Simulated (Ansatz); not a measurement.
# MgTe with two functionals

The parent structure is MgTe in the zinc blende structure (space group F-43m, No. 216; a = 6.509 Å).

(Cell as relaxed with PBE.)

Levels (all Ansatz, a first-principles code, PAW, earlier PAW set): PBE (420 eV, no SOC); PBEsol (420 eV, no spin-orbit coupling).

Each level relaxes its own structure.

| quantity | PBE | PBEsol |
|---|---|---|
| volume per atom | 34.47 Å³ | ___ |
| lattice parameter a | 6.509 Å | ___ |
| band gap | 2.33 eV | ___ |
| gap character | direct at Γ | ___ |
| electron mass | 0.17 mₑ | ___ |
| hole mass (degenerate bands, along [100]) | 0.20, 0.92, 0.92 mₑ | ___ |

**Question.** Predict the PBEsol column.

**Answer.** 
- volume per atom, PBEsol: 33.36 Å³
- lattice parameter a, PBEsol: 6.438 Å
- band gap, PBEsol: 2.35 eV
- gap character, PBEsol: direct at Γ
- electron mass, PBEsol: 0.16 mₑ
- hole mass (degenerate bands, along [100]), PBEsol: 0.19, 0.88, 0.88 mₑ

PBE's volume per atom lies 1.11 Å³ above PBEsol's (3.3 %); PBE's lattice parameter a lies 0.0704 Å above PBEsol's (1.1 %); PBE's band gap lies 0.02 eV below PBEsol's; the two agree on the gap character. Neither level is exact; PBEsol is the comparison here, not a measurement.

Spin-orbit coupling, missing from the scalar runs, can matter with Te. Effective masses come from finite differences of ±0.01 Å⁻¹. Whether these cells are dynamically stable was not tested.
